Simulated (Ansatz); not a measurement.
Start from Ag in the fcc (Cu type) structure (space group Fm-3m, No. 225).

```
CELL_PARAMETERS angstrom
      0.00000     2.02717     2.02717
      2.02717     0.00000     2.02717
      2.02717     2.02717     0.00000
ATOMIC_POSITIONS crystal
  Ag 0.00000 0.00000 0.00000
```

Cartesian axes are those of the cell as printed.

Method: Kohn–Sham DFT with the PBEsol functional, run in Ansatz (a first-principles code) with PAW and 420 eV plane waves, no SOC.

Base values:

| Property | Value |
|---|---|
| Shortest interatomic distance | 2.867 Å |

It is then changed as follows: a free-standing slab of 7 layers (7 atoms, 1 a layer) is cut normal to [111], with 15 Å of vacuum and the in-plane cell held at bulk.

Problem. Predict the new excess energy per area of both faces.

Solution. The excess energy per area of both faces (slab less bulk energy over the cell's area: twice a surface energy) comes out as 2.1 J/m² (uncertain by up to 0.2 J/m²).

Problem. What does the calculation give for the change of the spacing d23 from its bulk value of 2.341 Å after the change?

Solution. The change of the spacing d23 from its bulk value of 2.341 Å comes out as -0.2 %.

Problem. What does the calculation give for the shortest interatomic distance after the change?

Solution. The shortest interatomic distance drops by 0.0114 Å to 2.855 Å.

Problem. Estimate the effect on the change of the spacing d12 from its bulk value of 2.341 Å.

Solution. The change of the spacing d12 from its bulk value of 2.341 Å amounts to -0.6 %.

Slab and bulk use different k-meshes, which limits the precision of the excess energy. Whether these cells are dynamically stable was not tested.
